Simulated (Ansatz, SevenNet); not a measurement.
## White tin (β-Sn), elastic constant C44

Reference value: 21.9 GPa (measured, temperature not stated, no zero-point or thermal correction; as tabulated in Blaschke (2018), arXiv:1804.01586).

### Question
Put these levels in order of the elastic constant C44 that they give for white tin (β-Sn), smallest first: BLYP (Ansatz, a quantum-chemistry and plane-wave program), PBE (Ansatz), PBEsol (Ansatz), SevenNet-l3i5.

### Answer
SevenNet-l3i5 (8.23 GPa), BLYP (14.9 GPa), PBE (19.4 GPa), PBEsol (23.1 GPa)

Unless a cell is named, each level is at its own relaxed cell (SevenNet-l3i5 28.37, BLYP 31.19, PBE 28.41, PBEsol 26.88 Å³/atom).

Differences against the reference: SevenNet-l3i5 -62 %, BLYP -32 %, PBE -11.4 %, PBEsol +5.5 %.

The reference isn't brought to a static lattice, while the calculations are for one, so the differences are not the levels' errors alone. A static lattice is as a rule stiffer than a warm one, by over a tenth in soft solids.  Each level is taken at its own relaxed cell. Ansatz's density-functional and Hartree–Fock values are scalar-relativistic unless marked +SOC, with PAW data made under PBE.

Machine-learned potentials (SevenNet-l3i5) are trained on DFT data: a solid inside that data is no test of them.

Differences are worked out from the printed values.
